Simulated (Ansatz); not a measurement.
The starting structures come from a database of crystals and need not be the phases stable at ambient conditions.

Tunnelling through a barrier is set by its complex band structure: the current falls as exp(−2κd) with the smallest κ.

Consider the following.

```
Si
1.0
    3.83132     0.00000     0.00000
   -1.91566     3.31802     0.00000
    0.00000     0.00000     6.14264
Si
4
Direct
  0.33333   0.66667   0.06301
  0.66667   0.33333   0.93699
  0.66667   0.33333   0.56301
  0.33333   0.66667   0.43699
```

Space group of this cell: P6_3/mmc. The cell is strained (lengths along the current scaled by 0.97, ions clamped); by r2SCAN its mean pressure is 3.5 GPa.

Transport runs along the normal of the first two printed cell vectors, the (001) (indices of the unstrained crystal) plane of the conventional cell.

The gap is the functional's own. No spin-orbit coupling. Mid-gap values are interpolated on the energy grid.

Q: Estimate the band gap and the smallest decay constant κ at mid-gap that r2SCAN (Ansatz, a program for electronic structure) returns for this system.

A: Gap 0.38 eV on a 12×12×6 mesh; κ = 0.121 1/Å, at the zone centre.
